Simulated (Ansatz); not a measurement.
Consider ZnS in the zinc blende structure (space group F-43m, No. 216; a = 5.2968 Å). Axes: x, y, z lie along the cube axes.

Level of theory: plane-wave PAW DFT at the LDA level (Ansatz, a program for electronic structure, 420 eV), no spin-orbit coupling.

Before the change:

Valence-band top at Γ: 0.00, 0.00, 0.00 eV

Modification: compressive biaxial strain of 0.83 % in the plane normal to [111], as in epitaxy on a mismatched substrate; the out-of-plane cell vector and the atoms relax.

Question: Predict the new valence-band top at Γ and ratio −ε⊥/ε∥.

Answer: The valence-band top at Γ (three highest levels, from the VBM) changes from 0.00, 0.00, 0.00 eV to 0.00, 0.00, -0.08 eV; the ratio −ε⊥/ε∥ amounts to 0.67.

The levels and masses belong to the bands next to the band gap. No phonon test of stability was made.
